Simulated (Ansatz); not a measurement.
We consider CsCl-type CoAl, described by PBE0 in Ansatz (plane waves, PAW).

Numerical settings: plane-wave cutoff 460 eV, 10×10×10 k mesh, Fermi–Dirac smearing 0.05 eV, no spin polarisation, scalar-relativistic PAW data made under PBE.

The volume scan:

| V (Å³/atom) | E − E_lowest (meV/atom) | P (GPa) |
|---|---|---|
| 10.485 | 22.66 | 12.79 |
| 10.761 | 6.18 | 6.43 |
| 11.037 | 0.00 | 0.85 |
| 11.364 | 4.24 | -4.89 |
| 11.589 | 13.53 | -8.35 |

Task: Estimate the bulk modulus from the pressures at 10.761 and 11.364 Å³/atom, and compare it with a fit to all energies.

Result: B = −V dP/dV. Between V = 10.761 and 11.364 Å³/atom, dP/dV = (-4.89 − (6.43))/(11.364 − 10.761) = -18.8 GPa per Å³/atom; at the midpoint 11.062 Å³/atom this gives B ≈ 208 GPa. The third-order Birch–Murnaghan fit gives V0 = 11.083 Å³/atom, B0 = 205 GPa, B′ = 4.3, which lies 1 % below that estimate.

Measured, for comparison: bulk modulus 162 GPa, equilibrium volume per atom 11.71 Å³/atom (room temperature, no zero-point or thermal correction; as tabulated in Yamada et al. (2019), arXiv:1910.09660). Computed (rounded) less measured: bulk modulus +27 %, equilibrium volume per atom -5.4 %.

Note: the run has no spin polarisation, so it can have missed a magnetic state.

The computed numbers hold no vibrational or temperature effects.

Ansatz is a quantum-chemistry and plane-wave program.
